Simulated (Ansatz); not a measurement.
Base system: HfO₂ in the fluorite structure (space group Fm-3m, No. 225; a = 5.044 Å).

Levels (all Ansatz, a program for electronic structure, PAW): PBEsol (420 eV, no SOC); HSE06+SOC (420 eV, spin-orbit coupling included).

The geometry is relaxed with PBEsol.

| Quantity | Value |
|---|---|
| PBEsol lowest conduction level above the VBM at special points | X 3.69 eV; Γ 3.81 eV; K 4.25 eV |

**Question.** Predict the lowest conduction level above the VBM at special points from HSE06+SOC.

**Answer.** The lowest conduction level above the VBM at special points becomes X 5.44 eV; Γ 5.61 eV; K 6.00 eV (PBEsol: X 3.69 eV; Γ 3.81 eV; K 4.25 eV).

Single points use the geometry relaxed with PBEsol. The hybrid gap comes from the SCF mesh plus the semilocal run's edge points and a few special points and is an upper bound. The spin-orbit shifts are approximate. The levels and masses belong to the bands next to the band gap. Stability against distortions was not tested. This is not the structure that HfO2 has at room temperature and ambient pressure.
